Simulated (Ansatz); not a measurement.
Input:

End structure of the (22-41) surface of hcp Mg in its 1x1 cell, outermost plane spacing 0.40 Å in the ideal cut:

```
CELL_PARAMETERS angstrom
      5.54086     0.00000     0.00000
      2.77043    10.48094     0.00000
      0.00000     0.00000    26.50000
ATOMIC_POSITIONS crystal
  Mg 0.40227 0.87917 0.31158
  Mg 0.83834 0.63712 0.32449
  Mg 0.64665 0.39012 0.33854
  Mg 0.09532 0.14671 0.34940
  Mg 0.88617 0.90441 0.36365
  Mg 0.33029 0.65495 0.38016
  Mg 0.13188 0.41124 0.39381
  Mg 0.58119 0.16749 0.40832
  Mg 0.37311 0.92601 0.42680
  Mg 0.81973 0.68026 0.44128
  Mg 0.61650 0.43544 0.45600
  Mg 0.06868 0.19311 0.46958
  Mg 0.86077 0.94981 0.48451
  Mg 0.30877 0.70359 0.49998
  Mg 0.10668 0.45753 0.51546
  Mg 0.55803 0.21406 0.53041
  Mg 0.34801 0.97172 0.54402
  Mg 0.79588 0.72703 0.55866
  Mg 0.59539 0.48120 0.57325
  Mg 0.04476 0.23972 0.59166
  Mg 0.83933 0.99602 0.60619
  Mg 0.28149 0.75215 0.61978
  Mg 0.08654 0.50255 0.63644
  Mg 0.53842 0.26055 0.65069
  Mg 0.33273 0.01698 0.66140
  Mg 0.77103 0.77007 0.67547
  Mg 0.57672 0.52828 0.68846
```

Slab: 27 atoms, 10.3 Å thick at the start (thin: gaps and levels are the slab's own); k 7x4x1, smearing 0.1 eV, dipole-corrected; all atoms relaxed; no symmetry held; no spin, no spin-orbit, no U.

Question: What is the computed work function of the top face (PBE run with Ansatz, an electronic-structure program)?

Answer: 3.46 eV
